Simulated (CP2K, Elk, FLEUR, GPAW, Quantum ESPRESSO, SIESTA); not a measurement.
## One structure in several programs: CdSe (F-43m, 2 atoms in the cell)

Self-consistent single point.

```
CdSe
1.0
    4.37762     0.00000     0.00000
    2.18881     3.79113     0.00000
    2.18881     1.26371     3.57431
Cd Se
1 1
Cartesian
  0.00000   0.00000   0.00000
  6.56643   3.79113   2.68073
```

All programs got the same cell, k-point mesh and kind of occupations (in CP2K's words: ); potentials, basis and cutoffs are each program's usual ones.

| code | model | pressure (GPa) | gap on the mesh (eV) | k-points | cutoff |
|---|---|---|---|---|---|
| CP2K | PBE, GPW, DZVP-MOLOPT-SR-GTH basis, GTH-PBE potentials (GTH_POTENTIALS) | 0.83 | 0.496 | 112 | grid 500 Ry |
| GPAW | PBE, GPAW PAW datasets PBE (gpaw-data 1.0.1) | -0.14 | 0.492 | 16 | 550 eV |
| FLEUR | PBE, all-electron FLAPW (FLEUR), scalar-relativistic valence | – | 0.512 | 16 | Kmax 4.2 1/bohr |
| SIESTA | GGA PBE, numerical atomic orbitals TZP, PseudoDojo PBE standard norm-conserving potentials (rewritten from UPF to PSML) | -1.66 | 0.603 | 132 | grid 300 Ry |
| Quantum ESPRESSO | PBE, SSSP 1.1.2 efficiency (PBE) pseudopotentials | -0.47 | 0.474 | 16 | 45 Ry |
| Elk | PBE, all-electron FP-LAPW, Elk's shipped species files, LAPW+lo basis | – | 0.467 | 22 | rgkmax 7.5 |

A dash marks a value that a program does not give, or that is left out as unsure.

Gaps are read on the mesh.

The spread over the programs that give each value: pressure within 2.49 GPa; gap on the mesh within 0.136 eV.

The starting cell comes from a database of computed structures (which also holds hypothetical and non-ambient phases and stackings), without a prior relaxation at this level. Its lattice was rescaled by a random factor within 2.5 % of one. On CP2K's run: Values carry the incompleteness of an atom-centred basis.

Problem. Why do the programs differ, and what cannot be compared?

Solution. Differences of this kind can come from the potentials, where these differ, and from what each basis and cutoff leave unconverged. The valence holds different numbers of electrons (CP2K 18, GPAW 18, FLEUR 34, SIESTA 36, Quantum ESPRESSO 18). The zero of total energies and Fermi levels follows the potentials and each program's conventions, so they are not compared here. CP2K and SIESTA use small atom-centred bases, whose incompleteness enters pressures, forces and empty levels differently from a plane-wave cutoff. FLEUR and Elk treat all electrons, but the usual bases taken here (sphere radii, linearisation, local orbitals, empty states) were not tested for convergence, so the values are no reference for the others. The programs reduce the same mesh by symmetry to different extents, which changes the work and not the result. In the pressure, CP2K (by 1.14) and SIESTA (by 1.35) lie more than 1 GPa from the median of the plane-wave programs.

Left out of this page: ABINIT (failed or unconverged).
